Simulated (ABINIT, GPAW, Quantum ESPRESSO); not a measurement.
# Bulk modulus against equilibrium volume of rutile-structure SnO2 (space group 136) over programs and functionals

Each row is a third-order Birch-Murnaghan fit to seven to nine volumes of rutile-structure SnO2 (space group 136) in one program and functional, each with its own basis, cutoff and mesh; V0 is in Å^3/atom and B0 in GPa. Along one equation of state d ln B/d ln V = -B', so if levels differed mainly by where they put the minimum, ln B0 would fall on a line in ln V0 with a slope near -B0'.

| program, functional, potentials | ln V0 | ln B0 | V0 (Å^3/atom) | B0 (GPa) |
|---|---|---|---|---|
| GPAW, LDA, PAW | 2.466 | ? | 11.77 | ? |
| ABINIT, LDA, PseudoDojo | 2.477 | 5.368 | 11.91 | 214.4 |
| Quantum ESPRESSO, LDA, GBRV | 2.479 | 5.372 | 11.93 | 215.4 |
| GPAW, PBEsol, PAW | 2.494 | 5.310 | 12.11 | 202.3 |
| ABINIT, PBEsol, PseudoDojo | 2.500 | 5.295 | 12.18 | 199.4 |
| Quantum ESPRESSO, PBEsol, GBRV | 2.502 | 5.299 | 12.21 | 200.1 |
| GPAW, PBE, PAW | 2.525 | 5.217 | 12.50 | 184.4 |
| ABINIT, PBE, PseudoDojo | 2.531 | 5.200 | 12.56 | 181.3 |
| Quantum ESPRESSO, PBE, GBRV | 2.534 | 5.201 | 12.60 | 181.5 |
| Quantum ESPRESSO, PBE, PSlibrary PAW | 2.540 | 5.192 | 12.68 | 179.9 |

Fit ln B0 of the 9 rows that show it with a straight line. With u = ln V0 - 2.509, the rows have u = -0.032000, -0.030000, -0.015000, -0.009000, -0.007000, 0.016000, 0.022000, 0.025000, 0.031000. Means: u 0.00011111, ln B0 5.2727. About the means, the sum of products is -0.013758 and the sum of squares of u is 0.0046049; the slope is their ratio. Least squares gives ln B0 = 5.2730 - 2.988·u. Residuals (row less fit): -0.0006, 0.0094, -0.0078, -0.0049, 0.0051, -0.0082, -0.0073, 0.0027, 0.0116; standard error 0.0081 (degrees of freedom: 7). The slope is -3.0; the rows' own B0' run from 4.7 to 4.9, so the line is flatter than -B0': at one and the same volume the levels with the larger V0 are the stiffer ones.

Q: Predict the withheld ln B0 at ln V0 = 2.466 from the fit, and compare with the calculation.

A: u = -0.043000, so ln B0 = 5.2730 - 2.988 × (-0.043000) = 5.4015. The calculation gives 5.381, 0.0205 below the prediction (10.8 % of the range of ln B0 in the table). The row lies outside the fitted rows, so this is an extrapolation. From the scatter of the fitted rows alone, a prediction at this place has a standard error of 0.0100, so the miss is 2.1 times that.

The shape of the cell and the inner coordinates aren't relaxed, so V0 and B0 belong to this uniform scaling; a relaxed crystal lies no higher in energy and is usually softer. The runs keep the symmetry of the cell, so they don't test it for distortions. The PBEsol file for Sn was generated anew from PseudoDojo's inputs, some of which were changed. The PBE file for Sn was generated anew from PseudoDojo's inputs, some of which were changed. Spin polarisation is off; occupations are Fermi-Dirac, smeared by 0.05 eV in metals and 0.01 eV otherwise. Cutoffs and mesh are single choices, not tested for convergence of this quantity. No row is a reference.
